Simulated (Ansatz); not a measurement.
For Hf2Cu (I4/mmm, No. 139), LDA (Ansatz, a first-principles code, PAW) gives:

- equilibrium lattice constant a = 3.107 Å
- c axis length = 10.854 Å

What does PBEsol (Ansatz, plane waves, PAW) give for the same quantities?


- lattice constant a: 3.140 Å (grows by 1.1 %)
- lattice parameter c: 11.004 Å (increases by 1.4 %)

Changes are worked out from the printed values.

Unless a cell is named, each level is at its own relaxed cell (LDA 17.46, PBEsol 18.08 Å³/atom).

Levels without +SOC leave out spin–orbit coupling, which shifts energies and cells of such heavy elements.

Ansatz's density-functional and Hartree–Fock values are scalar-relativistic unless marked +SOC, with PAW data made under PBE.
